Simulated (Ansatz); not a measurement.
Habitual settings against a tight run: LaAl3Au (I4mm, 5 atoms in the cell)

Self-consistent single point.

```xyz
5
Lattice="-2.2039 2.2039 5.5172 2.2039 -2.2039 5.5172 2.2039 2.2039 -5.5172" Properties=species:S:1:pos:R:3 pbc="T T T"
La     0.0000     0.0000    10.9139
Al     0.0000     0.0000     4.3956
Al     2.2039     0.0000     2.7616
Al     0.0000     2.2039     2.7616
Au     0.0000     0.0000     6.9298
```

Method: PBEsol, PAW files made with PBE (plane waves; Ansatz, a quantum-chemistry and plane-wave program).

Base settings: basis.ecutwfc = 420 eV; kpoints.mp_grid.grid = 7 7 7; hamiltonian.xc = pbesol; hamiltonian.pseudopotentials = {kind: paw} (the program's default PAW files); scf.occupations.method = fermi_dirac; scf.occupations.width = 0.136 eV.

Tight run (finer mesh or higher cutoff; not a proven limit): basis.ecutwfc: 420 eV → 590 eV; kpoints.mp_grid.grid: 7 7 7 → 10 10 10; scf.convergence.dr2_threshold: default (1e-07 eV) → 1e-09 eV. It gave Fermi level (on the code's own zero) 10.38 eV; pressure -4.00 GPa; largest force (vector length) 0.116 eV/Å.

Quick runs, as changes from the base:
- A: the base itself
- B: basis.ecutwfc: 420 eV → 335 eV; kpoints.mp_grid.grid: 7 7 7 → 2 2 2; hamiltonian.xc: pbesol → lda; kpoints.mp_grid.shift: default → 0.5 0.5 0.5 [LDA (PW92)]
- C: basis.ecutwfc: 420 eV → 210 eV; kpoints.mp_grid.grid: 7 7 7 → 4 4 4; scf.occupations.method: fermi_dirac → gaussian; scf.occupations.width: 0.136 eV → 0.2 eV; kpoints.mp_grid.shift: default → 0.5 0.5 0.5; scf.convergence.dr2_threshold: default (1e-07 eV) → 0.001 eV
- D: basis.ecutwfc: 420 eV → 250 eV; kpoints.mp_grid.grid: 7 7 7 → 6 6 6; scf.occupations.width: 0.136 eV → 0.272 eV
- E: basis.ecutwfc: 420 eV → 295 eV; kpoints.mp_grid.grid: 7 7 7 → 8 8 8; scf.occupations.method: fermi_dirac → cold; scf.occupations.width: 0.136 eV → 0.5 eV
- F: basis.ecutwfc: 420 eV → 335 eV; kpoints.mp_grid.grid: 7 7 7 → 6 6 6; kpoints.mp_grid.shift: default → 0.5 0.5 0.5; scf.convergence.dr2_threshold: default (1e-07 eV) → 0.0001 eV

Energies are extrapolated to zero smearing width, which holds to low order in the width alone.

Dashes: energy of B, another energy zero.

† marks runs with another functional, U, potentials or spin treatment: their distance from the tight run is not a convergence error alone.

The count of work is k-points × plane waves × bands × iterations; it is no time. 

Pressures in the table are Ansatz's without its Pulay estimate, at a fixed set of plane waves; the tight run's value above holds the estimate.

The starting cell comes from a database of computed structures (which also holds hypothetical and non-ambient phases and stackings), without a prior relaxation at this level. Its lattice was rescaled by a random factor within 2.5 % of one. In the base run, with a pressure of about -4 GPa the cell is away from its equilibrium volume at this level.

```csv
run,energy less tight (meV/atom),pressure less tight (GPa),largest miss in a force vector (eV/Å),count of work / tight
A,1.0,-0.02,0.008,0.22
B†,–,-2.65,0.773,0.011
C,1399.5,-51.48,0.157,0.026
D,329.7,-14.94,0.048,0.072
E,48.2,-2.98,0.023,0.18
F,9.1,-0.53,0.027,0.096
```

Among the runs at the tight run's level, the energy misses run from 1.0 to 1399.5 meV/atom.

Keys are those of Ansatz 0.2.
